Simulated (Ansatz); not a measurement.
AgCl in the CsCl type structure (space group Pm-3m, No. 221; a model cell, its experimental status unchecked)

```xyz
2
Lattice="3.3311 0.0000 0.0000 0.0000 3.3311 0.0000 0.0000 0.0000 3.3311" Properties=species:S:1:pos:R:3 pbc="T T T"
Ag     0.0000     0.0000     0.0000
Cl     1.6655     1.6655     1.6655
```

All numbers come from PBEsol in Ansatz (plane waves to 420 eV, PAW, no spin-orbit coupling). k-mesh 10×10×10 (Γ-centred); smearing 0.05 eV (Fermi–Dirac).

```json
{
 "volume_per_atom": "18.48 Å³",
 "density": "6.44 g/cm³",
 "band_gap": "0.45 eV, indirect, X → Γ",
 "electron_mass": "0.19 mₑ",
 "Hole mass (degenerate bands, along [100])": "0.30, 1.8 mₑ",
 "Lowest conduction-band minima above the VBM": "Γ 0.45 eV",
 "total_energy": "-4291.783 eV/atom (σ→0; compares only within this code and set-up)"
}
```

Effective masses come from finite differences of ±0.01 Å⁻¹. Whether these cells are dynamically stable was not tested. This is not the structure that AgCl has at room temperature and ambient pressure.

Ansatz is a quantum-chemistry and plane-wave program.
